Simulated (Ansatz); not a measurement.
bcc Zr (high-temperature phase) was calculated with PBEsol (Ansatz, an electronic-structure program, PAW).

Input file:

Ansatz 0.2 input:
```yaml
crystal:
  lattice:
    - [-1.7716940391, 1.7716940391, 1.7716940391]
    - [1.7716940391, -1.7716940391, 1.7716940391]
    - [1.7716940391, 1.7716940391, -1.7716940391]
  atoms:
    - { symbol: Zr, position: [0.0, 0.0, 0.0] }
basis:
  ecutwfc: 520
  ecutrho_ratio: 4
  xc_grid: 2
kpoints:
  mp_grid: { grid: [22, 22, 22] }
hamiltonian:
  xc: pbesol
  dispersion: none
  pseudopotentials: { azcp: { folder: ./paw }, kind: paw }
scf:
  occupations: { method: fermi_dirac, width: 0.05 }
output:
  forces: false
  stress: true
  eigenvalues: true
relax:
  f_tol: 0.004
  escape_saddle: false
  max_steps: 80
```

The run printed, among other lines:

```
WARN output.stress: scf.convergence.dr2_threshold = 1e-7 eV (the SCF's general default) is looser than the 1e-10 eV advised for a printed stress (1e-10 eV for …
Relaxation: its limit of steps is 80 (relax.max_steps)
Crystal: 1 atoms, lattice volume = 22.245 Å³
Basis set: ecut = 520 eV, 603 PW (Γ), exchange–correlation on 48×48×48 points (8 copies of the dense FFT grid, shifted against one another)
Bands: 10, of which v1, the nominal top of the filled ones, is band 6 counted from 1 (5 counted from 0)
Symmetry: 48 space group operations
Space group: Im-3m (ITA 229), of the structure as read, at distance tolerance 2.8e-5 Å
k-points: 328 of 10648
Initial density: superposition of atomic densities (chi_scale 0.1, normalization cell)
Functional: x = pbesol(κ = 0.804, μ = 0.12345679012345678), c = pbesol(β = 0.046)
SCF iter   1: F=—  HF=-4128.669954 eV  |F-HF|=—  |Δ(HF+E_count)|=         —  Δρ=2.37e-2  dr2=1.76e-1
SCF iter   2: F=—  HF=-4128.597939 eV  |F-HF|=—  |Δ(HF+E_count)|=   7.20e-2  Δρ=5.97e-3  dr2=5.41e-3
  ...
SCF iter   5: F=—  HF=-4128.598182 eV  |F-HF|=—  |Δ(HF+E_count)|=   1.47e-6  Δρ=1.71e-5  dr2=1.88e-8
SCF iter   6: F=-4128.598182 eV  HF=-4128.598182 eV  |F-HF|=2.07e-10  |Δ(HF+E_count)|=   2.24e-9  Δρ=1.21e-6  dr2=3.57e-10
SCF 1 converged in 6 iterations: F = -4128.598182 eV  dr2 = 3.57e-10
relax step   1: F+E_penalty+E_count = -4128.59818153 eV  Δ(F+E_penalty+E_count) = +0.000e0 eV  max|allowed force component| = 0.000e0 eV/Å  Δτ_max = 0.0000 Å  (6 SCF iters, accepted)
SCF converged after 6 iterations
Free energy (F): -4128.598182 eV
Internal energy: -4128.583386 eV  (E = F + TS)
E sigma→0 (E₀):  -4128.590784 eV
Fermi energy:    14.296520 eV
--- Forces (eV/Å), atoms counted from 1 ---
  atom   1  Zr    -0.00000000    -0.00000000     0.00000000
--- Stress (GPa, compression-positive) ---
       -1.758014       0.000000      -0.000000
       -0.000000      -1.758014       0.000000
        0.000000      -0.000000      -1.758014
  P = ⅓ Tr σ = -1.7580 GPa (-17.580 kbar)
```

The cell is one volume of an energy–volume scan, off the minimum.

The PAW data were made under PBE.

Note: symmetry holds this phase in the static calculation, where it need not be a minimum. Note: held by symmetry at 0 K, a high-temperature phase can be a saddle point. Note: the volume lies 6 % below that of the published cell.

Computing time: very roughly 8 core-seconds.
